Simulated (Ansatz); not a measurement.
## Ba in the bcc (W type) structure (space group Im-3m, No. 229)

Ba has the cubic space group Im-3m (No. 229), the bcc (W type) structure, Pearson symbol cI2. Cell: a = 5.0687 Å, b = 5.0687 Å, c = 5.0687 Å, α = 90.00°, β = 90.00°, γ = 90.00°. Ba on 2a is surrounded by 8 Ba at 4.390 Å and 6 Ba at 5.069 Å. (Neighbours: up to the widest gap in distance over summed covalent radii, below 1.35, at either atom.)
(The calculation used a cell of 1 atom; values per cell refer to that cell.)

The values are results of r2SCAN (Ansatz, a first-principles code, PAW, spin-orbit coupling left out), not measurements. Γ-centred 13×13×13 mesh, Fermi–Dirac width 0.05 eV.

| Item | Value |
|---|---|
| Volume per atom | 65.11 Å³ |
| Density | 3.50 g/cm³ |
| Band gap | zero |
| Total energy | -5964.460 eV/atom (σ→0; compares only within this code and set-up) |

Stability against distortions was not tested.
